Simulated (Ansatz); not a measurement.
Where the default PAW files enter, the runs use the earlier of Ansatz's two default sets.

Input:

```
GaN
1.0
    3.18693     0.00000     0.00000
    0.00000     3.18693     0.00000
    1.59347     1.59347     2.25350
Ga N
1 1
Cartesian
  0.00000   0.00000   0.00000
  1.59347   3.18693   1.12675
```

Space group of this cell: F-43m, zinc blende. The cell is taken as given; by r2SCAN its mean pressure is -1.1 GPa.

All values below come from r2SCAN (plane waves, PAW; Ansatz, a first-principles code).

The current runs along the normal of the first two printed vectors; no spin-orbit coupling. Scaled by the factor s: both lengths across the current (ions clamped). Meshes 14×14×14 and 10×10 across the current in all rows.

| s | mean pressure (GPa) | slowest mid-gap decay constant κ (1/Å) |
|---|---|---|
| 0.98 | 7.2 | ? |
| 1.00 | -1.1 | 0.154 |
| 1.02 | -8.1 | 0.133 |

Question: Take the slope of the slowest mid-gap decay constant κ against ln s from the two given rows, extrapolate to s = 0.98, and say what the run there gives.

Answer: Slope = (0.133 − 0.154) / ln 1.02 = -1.06 1/Å. The line gives 0.154 + (-1.06) × ln 0.98 = 0.175 1/Å. The run gives 0.175 1/Å, as the line does.
